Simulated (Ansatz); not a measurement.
The starting structures come from a database of crystals and need not be the phases stable at ambient conditions.

Data:

```xyz
16
Lattice="4.5592 0.0000 0.0000 0.0000 11.2234 0.0000 0.0000 0.0000 8.1353" Properties=species:S:1:pos:R:3 pbc="T T T"
Ba     3.4194     0.9095     1.5398
Ba     1.1398    10.3139     6.5954
Ba     1.1398     6.5213     2.5278
Ba     3.4194     4.7022     5.6075
H      3.4194     4.4912     2.3571
H      1.1398     6.7323     5.7782
H      1.1398    10.1029     1.7105
H      3.4194     1.1205     6.4248
I      1.1398     3.5777     0.2348
I      3.4194     7.6457     7.9005
I      3.4194     9.1894     3.8329
I      1.1398     2.0340     4.3024
O      3.4194     5.2268     3.0025
O      1.1398     5.9967     5.1328
O      1.1398    10.8385     1.0652
O      3.4194     0.3850     7.0701
```

Space group of this cell: Pnma. The cell is taken as given; by r2SCAN its mean pressure is -1.3 GPa.

Transport runs along the normal of the first two printed cell vectors.

The gap is the functional's own. No spin-orbit coupling. Mid-gap values are interpolated on the energy grid.

Give the band gap and the smallest decay constant κ at mid-gap that r2SCAN run with Ansatz (an electronic-structure program) yields.

Gap 4.63 eV on a 8×4×4 mesh; κ = 0.320 1/Å, at the zone centre.
